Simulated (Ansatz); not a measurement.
## BeS: energy against strain

BeS (zinc blende, F-43m, 13.793 Å³/atom at rest, cube axes along x, y and z) under a strain ε along a cube axis (axis z), the other axes held. LDA in Ansatz, a plane-wave DFT program (PAW, default set), 420 eV, 12×12×12 Γ-centred mesh, Fermi-Dirac smearing 0.05 eV; ions are relaxed within the symmetry of each cell.

Here s stands for strain and y for E less E0.

```
strain (%)  E less E0 (meV/atom)
----------  --------------------
-3.00                          ?
-1.50                       1.64
-1.00                       0.73
-0.50                       0.18
0.00                        0.00
0.50                        0.18
1.00                        0.72
1.50                        1.62
```

Task: Fit y against s with a parabola, and predict the withheld value at s = -3.00.

Result: Least squares gives y = 0.000 - 0.0057·s + 0.7248·s². Residuals (row less fit): 0.001, -0.001, -0.004, 0.000, 0.002, 0.001, -0.002; standard error 0.003 (degrees of freedom: 4). Twice the quadratic coefficient over the volume, 2 × 0.7248 meV × 10⁴ × 0.1602 / 13.793 Å³, is the elastic constant C11 = 168 ± 0.3 GPa. At the withheld row, y = 0.000 - 0.0057 × (-3.0) + 0.7248 × (-3.0)² = 6.540 meV/atom. The calculation gives 6.66 meV/atom, 0.120 meV/atom above the prediction (1.8 % of the range of y in the table). The row lies outside the fitted rows, so this is an extrapolation. The fitted rows scatter only by rounding.

One order more, fitted to all 13 runs of the series, follows each within 0.01, so the miss is the next term of a smooth law. Rows are the converged runs of the series near zero and its far end; series whose fitted rows scatter by over a few per cent of the range, as at a crossing or softening among them, aren't shown in this form. Most that stay on the fit to the last digits aren't either.
